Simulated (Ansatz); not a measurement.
## Mg₂Ge in the anti-fluorite structure (space group Fm-3m, No. 225)

```
Mg2Ge
1.0
    0.00000     3.21062     3.21062
    3.21062     0.00000     3.21062
    3.21062     3.21062     0.00000
Mg Ge
2 1
Direct
  0.25000   0.25000   0.25000
  0.75000   0.75000   0.75000
  0.00000   0.00000   0.00000
```

Level of theory: DFT with PBE, PAW potentials and a 420 eV plane-wave cutoff in Ansatz (a first-principles code), no SOC. Γ-centred 9×9×9 mesh, Fermi–Dirac width 0.05 eV.

| Property | Result |
|---|---|
| Volume per atom | 22.06 Å³ |
| Density | 3.04 g/cm³ |
| Band gap | 0.17 eV, indirect, Γ → X |
| Electron mass | 0.55 mₑ along k, 0.19 mₑ across |
| Hole mass (degenerate bands, along [100]) | 0.071, 0.35, 0.35 mₑ |
| Lowest conduction-band minima above the VBM | X along ⟨100⟩ 0.17 eV; L along ⟨111⟩ 0.94 eV; Γ 0.95 eV |
| Total energy | -2714.471 eV/atom (σ→0; compares only within this code and set-up) |

Effective masses come from finite differences of ±0.01 Å⁻¹. Along k means along the line from Γ to the band edge. Stability against distortions was not tested. The zero or small gap of Mg2Ge can change with the level of theory.
